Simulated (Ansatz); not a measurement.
Au_Ga in wurtzite GaN: one set of geometries, relaxed with PBE, evaluated in Ansatz (PAW, plane waves to 420 eV, 500 eV under r2SCAN) with PBE, r2SCAN.

Cell and caveats: 96-site cell; 2×2×2 shifted k-points; start: the Ga site; charged states image-corrected; no spin–orbit coupling; energies good to tenths of an eV; flagged in the runs: a host whose relaxation on this sampling wasn't shown to rest, a strain field that reaches the edge of the cell.

```tsv
quantity	PBE	r2SCAN
host gap (eV)	1.71	___
ε(+1/0) above the VBM (eV)	0.33	___
largest moment on one atom at charge +1 (μB)	0.59	___
neutral formation energy against fcc Au, alpha gallium (eV)	5.98	___
largest moment on one atom at charge 0 (μB)	0.42	___
```

Question: Given the lower rungs, what does r2SCAN give?

Answer: 
- host gap (eV), r2SCAN: 2.12
- ε(+1/0) above the VBM (eV), r2SCAN: 0.47
- largest moment on one atom at charge +1 (μB), r2SCAN: 0.60
- neutral formation energy against fcc Au, alpha gallium (eV), r2SCAN: 6.19
- largest moment on one atom at charge 0 (μB), r2SCAN: 0.44

Ansatz is an electronic-structure program.
